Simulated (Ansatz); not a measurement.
Start from BAs in the zinc blende structure (space group F-43m, No. 216; a = 4.7839 Å). Axes: x, y, z lie along the cube axes.

Calculations: r2SCAN in Ansatz (plane waves to 500 eV, PAW, no SOC).

Before the change:

```
Item                                 Value
---------------------  -------------------
Band gap                           1.38 eV
Valence-band top at Γ  0.00, 0.00, 0.00 eV
Smallest direct gap                3.44 eV
```

One thing is altered: uniaxial strain ε_zz = +2.50 %, all other strain components held at zero; the atoms relax in the strained cell.

### Question
What happens to the band gap, stress, valence-band top at Γ and smallest direct gap?

### Answer
The band gap shrinks by 0.17 eV (1.38 eV → 1.21 eV); the stress (xx, yy, zz, yz, xz, xy; compression positive) comes out as (-1.45, -1.45, -7.01, 0.00, 0.00, 0.00) GPa; the valence-band top at Γ (three highest levels, from the VBM) goes from 0.00, 0.00, 0.00 eV to 0.00, 0.00, -0.26 eV; the smallest direct gap decreases by 0.17 eV, from 3.44 eV to 3.27 eV.

Whether these cells are dynamically stable was not tested.

Ansatz is a quantum-chemistry and plane-wave program.
